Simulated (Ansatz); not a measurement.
Results of G0W0@HSE06 (Ansatz, a quantum-chemistry and plane-wave program, plane waves, hard PAW, contour deformation) for AlN (Fm-3m, No. 225; start mp-1330; another space group than a measured phase of this formula).

The cell is the one relaxed with PBEsol. Conventional cell: a = 4.0454 Å, b = 4.0454 Å, c = 4.0454 Å, α = 90.00°, β = 90.00°, γ = 90.00°.

One run with a 6×6×6 mesh, response cutoff 150 eV and 127 empty bands, not extrapolated in mesh or basis; no spin–orbit coupling.

Some levels at Γ in eV, each set counted from its highest filled level:

| row | degeneracy | HSE06 | quasiparticle |
|---|---|---|---|
| 1 | 1 | -19.19 | … |
| 2 | 3 | 0.00 | 0.00 |
| 3 | 1 | 7.20 | … |
| 4 | 1 or more | 13.71 | … |

Question: Fill in the missing entries.

Answer: 
- 1, quasiparticle: -18.93
- 3, quasiparticle: 8.03
- 4, quasiparticle: 14.35

Levels within 5 meV count as one row.

Note: GW on a hybrid start was not checked against another program.

A start named mp-… is a Materials Project structure, which can be a computed phase never made.
